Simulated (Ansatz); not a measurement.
Take ZnGeP2 in the chalcopyrite structure (space group I-42d, No. 122; a = 5.500 Å, c = 10.845 Å) as the base.

Level of theory: PBE (Ansatz, a first-principles code, PAW, spin-orbit coupling left out).

Before the change:

| Item | Value |
|---|---|
| Pressure | 0.0 kbar |

Now apply this change: an isotropic linear strain of −1.50 %; the atoms relax in the strained cell.

Question: What does the calculation give for the pressure after the change?

Answer: The pressure (mean of the normal stresses, compression positive) goes from zero to 37.4 kbar.

Question: What does the calculation give for the energy relative to the base after the change?

Answer: The energy grows by 10 meV/atom.

Whether these cells are dynamically stable was not tested.
